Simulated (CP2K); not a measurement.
Input and output of a self-consistent single point for CdAg (R-3m, 2 atoms in the cell) (CP2K).

Computed with LDA (Pade form), GPW, DZVP-MOLOPT-SR-GTH basis, GTH-PADE potentials (GTH_POTENTIALS) run with CP2K.

The change in words: lattice scaled by 0.98. Reference geometry:
```
CdAg
1.0
    4.97138     0.00000     0.00000
    4.09606     2.81725     0.00000
    4.09606     1.27265     2.51342
Cd Ag
1 1
Direct
  0.50000   0.50000   0.50000
  0.00000   0.00000   0.00000
```

Reference input (self-consistent single point, DFT LDA (Pade form), GPW, DZVP-MOLOPT-SR-GTH basis, GTH-PADE potentials (GTH_POTENTIALS)): CUTOFF = 500 Ry; REL_CUTOFF = 60 Ry; SMEAR/METHOD = FERMI_DIRAC; ELECTRONIC_TEMPERATURE = 580.23 K; KPOINTS/SCHEME = MONKHORST-PACK 10 10 10; GAMMA_CENTERED = T; XC_FUNCTIONAL = PADE; Cd/BASIS_SET = DZVP-MOLOPT-SR-GTH; Cd/POTENTIAL = GTH-PADE-q12; Ag/BASIS_SET = DZVP-MOLOPT-SR-GTH; Ag/POTENTIAL = GTH-PADE-q11; METHOD = GPW. This run's input differs from it in these lines:

```diff
@@ -64,5 +64,5 @@
     &CELL
-      A 4.97138100 0.00000000 0.00000000
-      B 4.09605900 2.81725500 0.00000000
-      C 4.09605900 1.27264600 2.51342400
+      A 4.87195300 0.00000000 0.00000000
+      B 4.01413800 2.76091000 0.00000000
+      C 4.01413800 1.24719300 2.46315600
       PERIODIC XYZ
```

Log, with long lists cut:

```
 SCF WAVEFUNCTION OPTIMIZATION

  Step     Update method      Time    Convergence         Total energy    Change
     1 NoMix/Diag. 0.30E+00      -     0.61662697       -83.2363986397 -8.32E+01
     2 Broy./Diag. 0.30E+00      -     0.29849543       -84.7477143188 -1.51E+00
     3 Broy./Diag. 0.30E+00      -     0.26134251       -83.7104846196  1.04E+00
     4 Broy./Diag. 0.30E+00      -     0.03403846       -83.0776191053  6.33E-01
     5 Broy./Diag. 0.30E+00      -     0.01535307       -83.0100168055  6.76E-02
     6 Broy./Diag. 0.30E+00      -     0.00576647       -83.0443039933 -3.43E-02
   [... 2 lines left out ...]
     9 Broy./Diag. 0.30E+00      -     0.00006843       -83.0437034625 -4.86E-04
    10 Broy./Diag. 0.30E+00      -     0.00001124       -83.0437805674 -7.71E-05
    11 Broy./Diag. 0.30E+00      -     0.00000308       -83.0437542785  2.63E-05
    12 Broy./Diag. 0.30E+00      -     0.00000083       -83.0437493187  4.96E-06
  *** SCF run converged in    12 steps ***

  Overlap energy of the core charge distribution:               0.00000000305426
  Self energy of the core charge distribution:               -133.74082584163162
  Core Hamiltonian energy:                                     43.98459582979724
  Hartree energy:                                              19.00783508949153
  Exchange-correlation energy:                                -12.29515858739077
  Electronic entropic energy:                                  -0.00019581171867
  Fermi energy:                                                 0.34607334375543

  Total energy:                                               -83.04374931868936
  Total energy (extrapolated to T->0):                        -83.04365141283003

                     Mulliken Population Analysis

   [... lines left out ...]

 STRESS| Analytical stress tensor [bar]
 STRESS|                        x                   y                   z
 STRESS|      x        9.29646828957E+04  -7.92990908663E+02  -4.88182890274E+02
 STRESS|      y       -7.92990908663E+02   9.52717299669E+04  -1.51341954534E+02
 STRESS|      z       -4.88182890274E+02  -1.51341954534E+02   9.54262524066E+04
 STRESS| 1/3 Trace                                             9.45542217564E+04
```

The run converged in 12 iterations. Against the reference run the free energy goes up by 33.3 meV/atom and the pressure goes from 1.37 to 9.46 GPa.

The starting cell comes from a database of computed structures (which also holds hypothetical and non-ambient phases and stackings), without a prior relaxation at this level. Its lattice was rescaled by a random factor within 2.5 % of one. For this run, on top of that: lattice scaled by 0.98. Values carry the incompleteness of an atom-centred basis. With a pressure of about 9 GPa the cell is away from its equilibrium volume at this level.

Cost on one core of a shared machine: roughly 6 min.
